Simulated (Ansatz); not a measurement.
A (10,10) WS2 nanotube has 60 atoms in a period of 3.201 Å, a mean diameter of 18.25 Å, and lies 180 meV/atom over the flat sheet relaxed at the same level.

Level of theory: PBE (plane waves to 420 eV, PAW; Ansatz, a first-principles code). Mesh 1×1×10. No spin polarisation, so a magnetic state wasn't tested. It repeats along c; a and b span vacuum. An idealised model, rolled from the flat sheet. Symmetry and one short period hold its shape; lower forms weren't sought. Values not marked SOC lack spin–orbit coupling.

Which bending rigidity of the sheet does this imply in the thin-plate picture?

A plate bent to radius R stores D/(2R²) an area. The area an atom is π × 18.25 × 3.201/60 = 3.06 Å², so the stored energy is 0.180/3.06 = 0.0588 eV/Å². With R = 9.125 Å, D = 2R² × 0.0588 = 9.8 eV.
